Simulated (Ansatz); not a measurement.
**CdS: isotropic strain +2.50 %**

Base system: CdS in the zinc blende structure (space group F-43m, No. 216; a = 5.8242 Å).

It is then changed as follows: the cell is scaled by 1.0250 in all directions; the atoms relax in the strained cell.

Level of theory: plane-wave PAW DFT at the PBEsol level (Ansatz, a first-principles code, 420 eV), no spin-orbit coupling. k-mesh 10×10×10 (Γ-centred); smearing 0.05 eV (Fermi–Dirac).

| quantity | base | changed | shift |
|---|---|---|---|
| volume per atom | 24.70 Å³ | 26.60 Å³ | +1.90 Å³ |
| space group | F-43m (No. 216) | F-43m (No. 216) | – |
| energy relative to the base (free energy F) | 0 meV/atom | +24 meV/atom | +24 meV/atom |
| band gap | 1.01 eV | 0.86 eV | -0.15 eV |
| gap character | direct at Γ | direct at Γ | – |
| mean gap deformation potential ΔEg/Δln V | – | -2.1 eV | – |
| width of the top valence band | 2.24 eV | 1.99 eV | -0.25 eV |
| electron mass | 0.11 mₑ (at Γ) | 0.10 mₑ (at Γ) | – |
| hole mass (degenerate bands, along [100]) | 0.12, 0.75, 0.75 mₑ (at Γ) | 0.11, 0.83, 0.83 mₑ (at Γ) | – |

Effective masses come from finite differences of ±0.01 Å⁻¹. No phonon test of stability was made.
